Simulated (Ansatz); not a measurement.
Cost and result by functional for the adsorption energy of CH3 on the 1x1 (0001) surface of hcp Ru, one in a 2x2 cell, started at the site 'hollow Ru-Ru-Ru over Ru at depth 2.1 Å', in Ansatz (plane waves, PAW). Single points on the PBE structure, on one kind of machine; costs are rough ratios of the slab run's core time (references not counted) to the cheapest single point. r2SCAN's cost holds its higher cutoff (500 against 420 eV). Differences are taken against r2SCAN for comparison alone: no measured value is at hand, so the table doesn't rank accuracy.

Set-up: 20 atoms, 6.3 Å thick at the start under the adsorbate (thin: gaps and levels are the slab's own); mesh 6x6x1; 0.1 eV smearing; dipole correction on; 8 atoms held, the rest relaxed; start symmetry kept, larger cells not searched; no spin, no spin-orbit, no U, no dispersion correction. At the end it is bonded to 3 Ru. In PBE this state lies 0.03 eV over the lowest of the starts that converged ('hollow Ru-Ru-Ru'). These notes are the PBE run's. Adsorption energies are against CH4(g) − ½ H2(g). A negative adsorption energy means that the adsorbate is more stable on the surface than in its reference.

```
functional                     relative cost  adsorption energy (eV)  less r2SCAN (eV)
-----------------------------  -------------  ----------------------  ----------------
RPBE                                       1                    0.71              0.48
r2SCAN                                     2                    0.23              0.00
PBE (the relaxed run's value)              –                    0.38              0.15
```

The values span 0.48 eV, while the single points' costs differ by a factor of roughly 2. Differences are of unrounded values.

Ansatz is a program for electronic structure.
